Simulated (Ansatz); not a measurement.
A computed series for Ta3O7F: pressure series

Base system: Ta$_{3}$O$_{7}$F (space group Cmmm, No. 65; a = 6.442 Å, b = 10.683 Å, c = 3.845 Å; a cell from a computed database, its experimental status unchecked).

Cell and atoms are relaxed at each pressure.

Level of theory: PBEsol in Ansatz (plane waves to 420 eV, PAW, no SOC).

| P (GPa) | V (Å³/atom) |
|---|---|
| -1.99 | 12.126 |
| -0.99 | 12.076 |
| 1.79 | 11.942 |
| 4.20 | 11.831 |
| 8.99 | 11.626 |
| 17.99 | 11.282 |
| 29.99 | 10.887 |
| 45.00 | 10.467 |
| 59.99 | 10.109 |

Task: Fit a third-order Birch–Murnaghan equation of state.

Result: Least squares on P(V) = (3B₀/2)[(V₀/V)^(7/3) − (V₀/V)^(5/3)]·[1 + (3/4)(B₀′ − 4)((V₀/V)^(2/3) − 1)] gives V₀ = 12.03 Å³/atom, B₀ = 250 GPa and B₀′ = 3.7.

Between the base and pressure 30 GPa the gap moves from 2.27 eV to 2.50 eV, a mean slope of 7.4 meV/GPa.

With Ta present, leaving out spin-orbit coupling can change the band edges. Load acts through the strain it causes; cell and atoms are relaxed under it. No phonon test of stability was made. Competing high-pressure phases were not computed.

Ansatz is an electronic-structure program.
